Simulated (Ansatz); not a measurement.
Defect: Os vacancy in hcp Os, neutral cell. Level of theory: PBE, PAW (plane waves to 420 eV; Ansatz, an electronic-structure program).

Settings: 36 host sites, the relaxed PBE lattice, a 2×2×2 k-point mesh shifted by half a step along c, smearing 0.10 eV, spin-restricted, no image-charge correction. Static, classical nuclei. Spin-orbit coupling is left out. Forms of the defect that were not tried may lie lower.

Barriers: single points on a 4×4×3 k-point mesh shifted by half a step along c at the bands' geometries (they differ from the bands' own by up to 0.15 eV, and are uncertain by about as much).

Relaxed starting cell (atoms counted from 1):

```
CELL_PARAMETERS angstrom
      8.26270     0.00000     0.00000
     -4.13135     7.15570     0.00000
      0.00000     0.00000     8.69297
ATOMIC_POSITIONS crystal
  Os 0.10981 0.22124 0.62635
  Os 0.10950 0.55624 0.12640
  Os 0.11013 0.55402 0.62643
  Os 0.10950 0.88604 0.12641
  Os 0.11018 0.88888 0.62645
  Os 0.44542 0.22187 0.12652
  Os 0.44233 0.22112 0.62643
  Os 0.44527 0.55631 0.12640
  Os 0.44227 0.55403 0.62650
  Os 0.44329 0.88811 0.12643
  Os 0.44325 0.88802 0.62643
  Os 0.77500 0.22187 0.12636
  Os 0.77717 0.22111 0.62644
  Os 0.77662 0.55481 0.12640
  Os 0.77659 0.55473 0.62635
  Os 0.77506 0.88596 0.12632
  Os 0.77715 0.88887 0.62644
  Os 0.21913 0.11223 0.37632
  Os 0.21917 0.11215 0.87656
  Os 0.21911 0.43970 0.37636
  Os 0.21907 0.43965 0.87656
  Os 0.22223 0.77757 0.37680
  Os 0.22223 0.77748 0.87610
  Os 0.55378 0.10908 0.37685
  Os 0.55374 0.10901 0.87606
  Os 0.55252 0.44270 0.37659
  Os 0.55252 0.44265 0.87631
  Os 0.55374 0.77748 0.37675
  Os 0.55371 0.77751 0.87606
  Os 0.89134 0.11220 0.37623
  Os 0.89161 0.11219 0.87644
  Os 0.88864 0.44267 0.37651
  Os 0.88858 0.44265 0.87628
  Os 0.88870 0.77892 0.37659
  Os 0.88865 0.77883 0.87625
```

End state 1 differs by these moves (Å; atoms that move under 0.08 Å are left out):

```csv
atom,element,Δx,Δy,Δz
2,Os,1.39,-2.41,0.00
```

**Question.** Predict the forward and backward barriers to end state 1 from PBE, PAW.

**Answer.** forward 3.09 eV, backward 3.09 eV; at the saddle point atom 2 has neighbours Os at 2.44, 2 Os at 2.49, Os at 2.69, 4 Os at 2.85 Å. The saddle point's order was not checked, and it lies on a symmetry element of the cell, where a band can be held.

End state 2 differs by these moves (Å; atoms that move under 0.08 Å are left out):

```json
[
 {"atom": "31", "element": "Os", "Δx": "1.33", "Δy": "0.77", "Δz": "2.17"}
]
```

**Question.** What forward and backward barriers to end state 2 does PBE, PAW give?

**Answer.** forward 3.30 eV, backward 3.30 eV; at the saddle point atom 31 has neighbours 4 Os at 2.51, 4 Os at 3.05 Å. The saddle point's order was not checked, and it lies on a symmetry element of the cell, where a band can be held.
